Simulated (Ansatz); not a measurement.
Si, cell Si64, brought to this temperature after a much hotter stage, below the measured melting point of 1687 K (tabulated, unchecked) (supercooled) [in the run: it was liquid; mean temperature 1554 K (target 1520 K); density 2.48 g/cm³; mean pressure -0.6 GPa against a target of 0; one k-point, which a denser mesh shifts by 0.0 GPa in pressure and 0.11 eV/Å in forces].  Bonds are counted up to Si-Si 3.22 Å.

Problem. What distribution of Si-Si-Si angles does PBE in Ansatz (a first-principles code) give?

Solution. mean 99°, standard deviation 33°.
| angle (°) | p (1/°) |
|---|---|
| 1.5 | 0.0000 |
| 4.5 | 0.0000 |
| 7.5 | 0.0000 |
| 10.5 | 0.0000 |
| 13.5 | 0.0000 |
| 16.5 | 0.0000 |
| 19.5 | 0.0000 |
| 22.5 | 0.0000 |
| 25.5 | 0.0000 |
| 28.5 | 0.0000 |
| 31.5 | 0.0000 |
| 34.5 | 0.0000 |
| 37.5 | 0.0000 |
| 40.5 | 0.0002 |
| 43.5 | 0.0018 |
| 46.5 | 0.0054 |
| 49.5 | 0.0086 |
| 52.5 | 0.0109 |
| 55.5 | 0.0107 |
| 58.5 | 0.0104 |
| 61.5 | 0.0095 |
| 64.5 | 0.0090 |
| 67.5 | 0.0090 |
| 70.5 | 0.0090 |
| 73.5 | 0.0094 |
| 76.5 | 0.0093 |
| 79.5 | 0.0096 |
| 82.5 | 0.0101 |
| 85.5 | 0.0103 |
| 88.5 | 0.0104 |
| 91.5 | 0.0109 |
| 94.5 | 0.0105 |
| 97.5 | 0.0105 |
| 100.5 | 0.0102 |
| 103.5 | 0.0100 |
| 106.5 | 0.0100 |
| 109.5 | 0.0097 |
| 112.5 | 0.0092 |
| 115.5 | 0.0089 |
| 118.5 | 0.0085 |
| 121.5 | 0.0080 |
| 124.5 | 0.0077 |
| 127.5 | 0.0074 |
| 130.5 | 0.0071 |
| 133.5 | 0.0069 |
| 136.5 | 0.0065 |
| 139.5 | 0.0060 |
| 142.5 | 0.0056 |
| 145.5 | 0.0054 |
| 148.5 | 0.0051 |
| 151.5 | 0.0047 |
| 154.5 | 0.0043 |
| 157.5 | 0.0037 |
| 160.5 | 0.0034 |
| 163.5 | 0.0029 |
| 166.5 | 0.0024 |
| 169.5 | 0.0019 |
| 172.5 | 0.0013 |
| 175.5 | 0.0008 |
| 178.5 | 0.0003 |
